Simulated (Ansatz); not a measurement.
System: interstitial Cu in wurtzite AlN (charge state +1). Method: PBE, PAW (plane waves to 420 eV; Ansatz, a quantum-chemistry and plane-wave program).

Settings: 72 host sites, the relaxed PBE lattice, the Γ point alone, smearing 0.01 eV, spin-restricted, no image-charge correction. Energies are static. The charge state is imposed; whether it is stable for some Fermi level was not computed. Sites that were not tried may lie lower. The order of the sites in energy changes with the mesh.

Barriers: single points on a 2×2×2 k-point mesh shifted by half a step along c at the bands' geometries.

Relaxed starting cell (atoms counted from 1):

```
Al36CuN36
1.0
    9.39076     0.00000     0.00000
   -4.69538     8.13264     0.00000
    0.00000     0.00000    10.03632
Al N Cu
36 36 1
Cartesian
  1.65876   0.96026   2.58767
  1.57129   0.90894   7.49113
 -0.00106   3.64198   2.50475
 -0.00024   3.63235   7.48437
 -1.54358   6.31375   2.50459
 -1.55053   6.31816   7.48469
  4.69445   0.90203   2.49850
  4.69499   0.90269   7.52107
  3.12748   3.61725   2.49895
  3.12820   3.61702   7.52097
  1.54218   6.31325   2.50519
  1.54973   6.31740   7.48413
  7.72976   0.95856   2.58911
  7.81899   0.90827   7.49108
  6.26262   3.61703   2.49901
  6.26189   3.61658   7.52099
  4.69524   6.21806   2.58932
  4.69527   6.31870   7.49125
 -0.00053   1.82077   5.02021
  0.00073   1.88978   9.91808
 -1.56906   4.51695   5.00164
 -1.56664   4.51908  10.02045
 -3.11990   7.22426   5.02164
 -3.06094   7.19113   9.91775
  3.14681   1.81842   5.03011
  3.13505   1.81257  10.01880
  1.56802   4.51687   5.00181
  1.56501   4.51935  10.02081
 -0.00077   7.23419   5.00143
 -0.00144   7.23097  10.02097
  6.24284   1.81758   5.03009
  6.25490   1.81148  10.01901
  4.69561   4.49861   5.03005
  4.69581   4.51406  10.02001
  3.11870   7.22326   5.02174
  3.05885   7.18938   9.91520
  1.57372   0.90984   4.45912
  1.57280   0.91063   9.41231
 -0.00065   3.61731   4.41583
 -0.00065   3.65587   9.40070
 -1.56445   6.32575   4.41591
 -1.53187   6.30708   9.40103
  4.69428   0.90715   4.41388
  4.69450   0.90120   9.44056
  3.13207   3.61411   4.41421
  3.12738   3.61870   9.44055
  1.56278   6.32544   4.41678
  1.52855   6.30670   9.40076
  7.81639   0.90894   4.45998
  7.81789   0.90950   9.41338
  6.25862   3.61360   4.41437
  6.26316   3.61734   9.44017
  4.69497   6.31584   4.46037
  4.69477   6.31799   9.41261
  0.00002   1.85783   1.92664
 -0.00030   1.81357   6.93299
 -1.56503   4.52008   1.90208
 -1.57091   4.51660   6.91210
 -3.08811   7.20712   1.92556
 -3.12530   7.22746   6.93426
  3.14975   1.82029   1.90308
  3.13746   1.81286   6.93455
  1.56341   4.51952   1.90260
  1.57019   4.51572   6.91150
 -0.00065   7.22871   1.90266
 -0.00059   7.23645   6.91163
  6.23966   1.81991   1.90378
  6.25276   1.81210   6.93462
  4.69532   4.49668   1.90433
  4.69522   4.51072   6.93413
  3.08634   7.20471   1.92695
  3.12487   7.22687   6.93499
 -0.00410   0.00071   1.27149
```
Cell charge +1.

End state 1 differs by these moves (Å; atoms that move under 0.08 Å are left out):

```csv
atom,element,Δx,Δy,Δz
1,Al,-0.08,-0.05,-0.08
2,Al,0.06,0.03,-0.09
13,Al,0.08,-0.05,-0.08
14,Al,-0.06,0.04,-0.09
17,Al,0.00,0.10,-0.08
18,Al,0.00,-0.07,-0.08
20,Al,0.00,0.03,0.20
24,Al,0.02,-0.02,0.19
36,Al,-0.02,-0.01,0.20
73,Cu,0.00,0.00,-2.51
```

What forward and backward barriers to end state 1 does PBE, PAW give?

forward 1.46 eV, backward 1.46 eV; at the saddle point atom 73 has neighbours 3 Al at 2.08; 3 N at 1.98 Å. The saddle point's order was not checked, and it lies on a symmetry element of the cell, where a band can be held.
